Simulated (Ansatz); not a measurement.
The reference is Hf in the hcp (Mg type) structure (space group P6_3/mmc, No. 194; a = 3.204 Å, c = 5.069 Å).

(Cell as relaxed with PBE.)

Levels (all Ansatz, an electronic-structure program, PAW): PBE (420 eV, scalar-relativistic without spin-orbit coupling); r2SCAN (500 eV, scalar-relativistic without spin-orbit coupling).

Each level relaxes its own structure.

```
base                      PBE    r2SCAN
-------------------  --------  --------
volume per atom      22.54 Å³  22.35 Å³
lattice parameter a   3.204 Å   3.198 Å
band gap                 zero      zero
```

Modification: cell and atoms relaxed at a pressure of 1.5 GPa.

```json
[
 {"quantity": "lattice parameter a", "PBE": "3.189 Å", "r2SCAN": "3.184 Å"},
 {"quantity": "c/a ratio", "PBE": "1.583", "r2SCAN": "1.579"}
]
```

PBE's lattice parameter a lies 0.0057 Å above r2SCAN's (0.2 %); PBE's c/a ratio lies 0.004 above r2SCAN's. Neither level is exact; r2SCAN is the comparison here, not a measurement.

Load acts through the strain it causes; cell and atoms are relaxed under it. Whether these cells are dynamically stable was not tested. All final runs are without spin polarisation.
